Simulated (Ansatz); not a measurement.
Consider WS₂ in the 2H-MoS2 type structure (space group P6_3/mmc, No. 194; layered, stacked along the Cartesian z axis).

```xyz
6
Lattice="3.1700 0.0000 0.0000 -1.5850 2.7453 0.0000 0.0000 0.0000 12.4918" Properties=species:S:1:pos:R:3 pbc="T T T"
W      0.0000     1.8302     3.1229
W      1.5850     0.9151     9.3688
S      0.0000     1.8302     7.8061
S      1.5850     0.9151     1.5602
S      1.5850     0.9151     4.6857
S      0.0000     1.8302    10.9316
```

Cartesian axes are those of the cell as printed.

All numbers come from Ansatz (a quantum-chemistry and plane-wave program) r2SCAN+rVV10, without spin-orbit coupling.

Strains are applied to the cell and any free atomic positions relax; under biaxial strain the out-of-plane vector relaxes too.

One change was made to it. Results:

| quantity | base | after |
|---|---|---|
| band gap | 1.13 eV | 1.08 eV |
| valence-band top at Γ (three highest levels, from the VBM) | 0.00, -1.17, -1.71 eV | 0.00, -1.34, -1.66 eV |

Question: Which of these changes matches the shifts?
A. biaxial strain −3.44 %, plane normal [001], relaxed out of plane
B. isotropic strain +2.20 %
C. isotropic strain −1.33 %

Answer: C, isotropic strain −1.33 %. For comparison, the band gap in the other runs: isotropic strain +2.20 % gives 0.90 eV; biaxial strain −3.44 %, plane normal [001], relaxed out of plane gives 1.29 eV.

Spin-orbit coupling, missing from the scalar runs, can matter with W. Whether these cells are dynamically stable was not tested.
